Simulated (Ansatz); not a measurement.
## How the c axis length of HfN (model structure, started from the NbAs type, I4₁md, No. 109, 4 atoms in the cell) moves with the method

No measured value is used here.

Q: Put these levels in order of the c axis length that they give for HfN (model structure, started from the NbAs type, I4₁md, No. 109, 4 atoms in the cell), smallest first: LDA (Ansatz, a quantum-chemistry and plane-wave program), PBE (Ansatz), PBE-D3(BJ) (Ansatz).

A: LDA (10.658 Å), PBE-D3(BJ) (10.768 Å), PBE (10.841 Å)

Density-functional levels without +SOC have no spin–orbit coupling. Ansatz's density-functional and Hartree–Fock values are scalar-relativistic unless marked +SOC, with PAW data made under PBE.

A model structure was made by putting elements into a prototype or built by hand; it is no filed structure, need not be a known phase, and can be a saddle point held by its symmetry.
